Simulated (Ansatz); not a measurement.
Reference: CdF₂ (Fm-3m), r2SCAN, rigid bands (plane waves, PAW, scalar-relativistic; Ansatz, an electronic-structure program); geometry: cell and atoms relaxed with PBEsol.

Space group Fm-3m (No. 225); a = b = c = 5.384 Å, α = β = γ = 90.00°

```csv
atom,site,symmetry,x,y,z
Cd,4a,m-3m,0.0000,0.0000,0.0000
F,8c,-43m,0.2500,0.2500,0.2500
```
(The calculation used a cell of 3 atoms; values per cell refer to that cell.)

| Item | Result |
|---|---|
| band gap | 3.80 eV |
| electron conductivity mass | 0.41 mₑ |
| hole conductivity mass | 3.0 mₑ |
| Seebeck coefficient, n-type 1e19 cm⁻³ | -189 μV/K |

**Question.** Swap Cd for Ca, keeping the structure type. How do these values move?

**Answer.** CaF2 (Fm-3m): volume per atom 13.0 to 13.3 Å³; band gap rises (3.80 eV to 8.10 eV); electron conductivity mass rises (0.41 mₑ to 0.57 mₑ); hole conductivity mass falls (3.0 mₑ to 2.1 mₑ); Seebeck coefficient, n-type 1e19 cm⁻³ rises in size (-189 μV/K to -228 μV/K).

Moves up to 5 % count as about the same. Masses are for dilute carriers at 300 K, harmonic means over directions unless an axis is named. Seebeck coefficients are for the stated density at 300 K, with one relaxation time for all states and whether or not that doping can be reached. Spin-orbit coupling is left out.

Formula and space group known from diffraction (Crystallography Open Database), not checked to be the room-temperature form: CdF2 (Fm-3m).
